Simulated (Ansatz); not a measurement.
Hypothetical R-3m Rh2O3: response to strain

Take Rh2O3 in the Bi2Te3 type structure (space group R-3m, No. 166; a = 2.974 Å, c = 20.921 Å (hexagonal axes); a hypothetical phase, not in the database extracts checked; layered, stacked along the Cartesian z axis) as the base. Axes: x lies along a and z along c of the hexagonal cell.

Strains are applied to the cell and any free atomic positions relax; under biaxial strain the out-of-plane vector relaxes too; under stress the whole cell relaxes.

Level of theory: r2SCAN+rVV10 (Ansatz, a first-principles code), no spin-orbit coupling.

Notes on the quantities. energy relative to the base: free energy F.

```json
[
 {"variant": "base", "energy relative to the base": "0 meV/atom", "gap character": "indirect, Γ → L", "band gap": "0.26 eV", "smallest direct gap": "0.91 eV"},
 {"variant": "biaxial strain −3.46 %, plane normal [001], relaxed out of plane", "energy relative to the base": "+26 meV/atom", "gap character": "direct at L", "band gap": "0.52 eV", "smallest direct gap": "–"},
 {"variant": "isotropic strain −1.73 %", "energy relative to the base": "+12 meV/atom", "gap character": "indirect, Γ → L", "band gap": "0.34 eV", "smallest direct gap": "0.82 eV"},
 {"variant": "isotropic strain −0.32 %", "energy relative to the base": "+0.4 meV/atom", "gap character": "indirect, Γ → L", "band gap": "0.27 eV", "smallest direct gap": "0.89 eV"},
 {"variant": "uniaxial strain ε_zz = +3.47 %", "energy relative to the base": "+2.9 meV/atom", "gap character": "indirect, Γ → L", "band gap": "0.30 eV", "smallest direct gap": "0.87 eV"},
 {"variant": "uniaxial stress, 5 GPa compression along z", "energy relative to the base": "+9.0 meV/atom", "gap character": "indirect, Γ → L", "band gap": "0.16 eV", "smallest direct gap": "1.08 eV"},
 {"variant": "uniaxial stress, 1 GPa compression along z", "energy relative to the base": "+0.4 meV/atom", "gap character": "indirect, Γ → L", "band gap": "0.24 eV", "smallest direct gap": "0.95 eV"},
 {"variant": "uniaxial stress, 2 GPa tension along z", "energy relative to the base": "+2.7 meV/atom", "gap character": "indirect, Γ → L", "band gap": "0.33 eV", "smallest direct gap": "0.83 eV"}
]
```

Stability under load was not tested beyond the relaxation. The zero or small gap of Rh2O3 can change with the level of theory.
